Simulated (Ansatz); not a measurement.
The (10-13) surface of hcp Zr in its 1x1 cell, outermost plane spacing 0.24 Å in the ideal cut

Method: PBE (plane waves to 420 eV, PAW; Ansatz, an electronic-structure program).

Set-up: 16 atoms, 10.5 Å thick at the start; mesh 12x4x1; 0.1 eV smearing; dipole correction on; all atoms relaxed; held to the part of the start's symmetry that mesh and held atoms allow; no spin, no spin-orbit, no U.

```yaml
surface energy (mean of both faces): 1.73 J/m²
surface_energy_before_relaxation: 1.82 J/m²
work_function_of_the_top_face: 3.42 eV
energy_released_by_relaxation: 0.37 eV
cost: very roughly 19 core-minutes
```
